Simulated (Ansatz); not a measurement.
Effect of biaxial strain +2.14 %, plane normal [001], relaxed out of plane on hypothetical I4_132 Si

Consider Si (space group I4_132, No. 214; a = 6.3974 Å; a hypothetical phase, not in the database extracts checked; relaxed with 0.1 eV smearing). Axes: x, y, z lie along the cube axes.

One thing is altered: tensile biaxial strain of 2.14 % in the plane normal to [001], as in epitaxy on a mismatched substrate; the out-of-plane cell vector and the atoms relax.

The values are results of Ansatz (an electronic-structure program), PBEsol, PAW, cutoff 420 eV, spin-orbit coupling left out, not measurements. k-mesh 13×13×13 (Γ-centred); smearing 0.1 eV (Fermi–Dirac).

The volume per atom drops by 0.57 Å³ to 32.16 Å³ and the space group becomes I4_122 (No. 98) (base: I4_132 (No. 214)). The shortest interatomic distance falls by 0.011 Å, from 2.262 Å to 2.251 Å and the energy decreases by 3.1 meV/atom. The pressure (mean of the normal stresses, compression positive) goes from zero to 0.6 GPa and the band gap remains zero. The out-of-plane strain comes out as -5.82 % and the ratio −ε⊥/ε∥ comes out as 2.72. The mean in-plane stress (compression positive) comes out as +0.9 GPa.

Final structure (turned so that z lies along the plane normal):

```
CELL_PARAMETERS angstrom
      6.53431     0.00000     0.00000
      0.00000     6.53431     0.00000
      3.26716    -3.26716     3.01250
ATOMIC_POSITIONS crystal
  Si 0.25299 0.49701 0.75000
  Si 0.49701 0.25299 0.75000
  Si 0.24701 0.24701 0.25000
  Si 0.00299 0.00299 0.25000
```

Stability against distortions was not tested. Under biaxial strain +2.14 %, plane normal [001], relaxed out of plane the cell ends below the base's energy or with stress of the wrong sign: the atoms slid into a distortion or the cell is elastically unstable, so the base is not a stable minimum at this level.
